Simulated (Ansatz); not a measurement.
Elastic constant C11 of fluorite AuAl2 at several levels of theory

No measured value is used here.

```csv
level (code),value (GPa),cell (Å³/atom)
LDA (Ansatz),162,17.61
PBE (Ansatz),139,18.55
PBEsol (Ansatz),154,18.03
PBE-D3(BJ) (Ansatz),151,17.94
r²SCAN (Ansatz),[?],18.09
```

Task: Some entries are withheld; supply them.

Result: 
- r²SCAN (Ansatz, a program for electronic structure), value (GPa): 160

Density-functional levels without +SOC have no spin–orbit coupling. PBE-D3(BJ): the dispersion coefficients are held fixed in the derivatives. Each level is taken at its own relaxed cell. Cutoffs differ between the levels. Ansatz's density-functional and Hartree–Fock values are scalar-relativistic unless marked +SOC, with PAW data made under PBE.
